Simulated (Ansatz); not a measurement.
Base system: ZnCu2SnS4 (space group I-4, No. 82; a = 5.3737 Å, c = 10.7548 Å). Axes: x, y, z lie along a, b, c of the conventional cell.

The values are results of Ansatz (a first-principles code) PBEsol, no SOC, not measurements.

Before the change:

| Property | Result |
|---|---|
| Shortest interatomic distance | 2.271 Å |
| Pressure | 0.0 GPa |

Perturbation: uniaxial strain ε_zz = +3.00 %, all other strain components held at zero, atoms relaxed at fixed cell.

### Question
What happens to the energy relative to the base, shortest interatomic distance and pressure?

### Answer
The energy rises by 5.6 meV/atom; the shortest interatomic distance rises by 0.024 Å to 2.295 Å; the pressure (mean of the normal stresses, compression positive) goes from zero to -2.2 GPa.

No phonon test of stability was made. All final runs are without spin polarisation. Gaps under 0.05 eV, about the width of the smearing, are given as zero.
